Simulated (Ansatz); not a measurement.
Take KF in the NiAs type structure (space group P6_3/mmc, No. 194; a = 3.6607 Å, c = 6.4794 Å; a hypothetical phase, not in the database extracts checked) as the base.

Structures relaxed with r2SCAN, PAW, 500 eV (Ansatz, a first-principles code; no SOC).

Base:

Simulated powder pattern, Cu Kα, λ = 1.54184 Å (kinematic, ideal powder, no thermal factors, no anomalous dispersion; the 8 strongest lines at most, above 2 %, up to 2θ = 90°):

```
2θ (°)  I/Imax (%)    hkl
------  ----------  -----
27.53          8.1  (002)
28.15           51  (100)
31.41           24  (101)
39.78          100  (102)
49.82           33  (110)
65.56           18  (202)
78.92           13  (114)
86.62           15  (212)
```

After one change:

Simulated powder pattern, Cu Kα, λ = 1.54184 Å (kinematic, ideal powder, no thermal factors, no anomalous dispersion; the 8 strongest lines at most, above 2 %, up to 2θ = 90°):

| 2θ (°) | I/Imax (%) |
|---|---|
| 32.53 | 26 |
| 36.42 | 53 |
| 46.40 | 100 |
| 58.04 | 37 |
| 60.14 | 8.4 |
| 67.28 | 7.0 |
| 70.49 | 4.5 |
| 77.35 | 16 |

**Question.** Which change produced these results?
A. F → Cl
B. F → I
C. K → H
D. K → Na

**Answer.** D, K → Na. Its volume per atom is 12.17 Å³ against 18.80 Å³, and its space group is P6_3/mmc (No. 194).

Whether these cells are dynamically stable was not tested. As relaxed here, NaF, HF, KCl and KI are hypothetical phases, not in the database extracts checked.
